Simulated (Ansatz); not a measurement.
The starting structures come from a database of crystals and need not be the phases stable at ambient conditions.

By PBEsol, the system below comes out a metal.

Without scattering a metal conducts by its projected Fermi surface.

Consider the following.

```
CELL_PARAMETERS angstrom
      4.93996     0.00000     0.00000
      0.00000     4.93996     0.00000
      0.00000     0.00000     4.93996
ATOMIC_POSITIONS crystal
  Ge 0.00000 0.00000 0.00000
  Ge 0.50000 0.50000 0.50000
  Mo 0.75000 0.00000 0.50000
  Mo 0.25000 0.00000 0.50000
  Mo 0.50000 0.25000 0.00000
  Mo 0.50000 0.75000 0.00000
  Mo 0.00000 0.50000 0.75000
  Mo 0.00000 0.50000 0.25000
```

The cell is taken as given; by PBEsol it stands under a pressure of -4.9 GPa.

The current flows along the normal of the first two printed cell vectors, the (001) plane of the conventional cell. No spin-orbit coupling; the value is a mean over 0.1 eV about the Fermi level.

Problem. Compute, with Ansatz (an electronic-structure program) with PBEsol, the ballistic conductance per area.

Solution. 0.81 × 10¹⁵ S/m² for both spins.
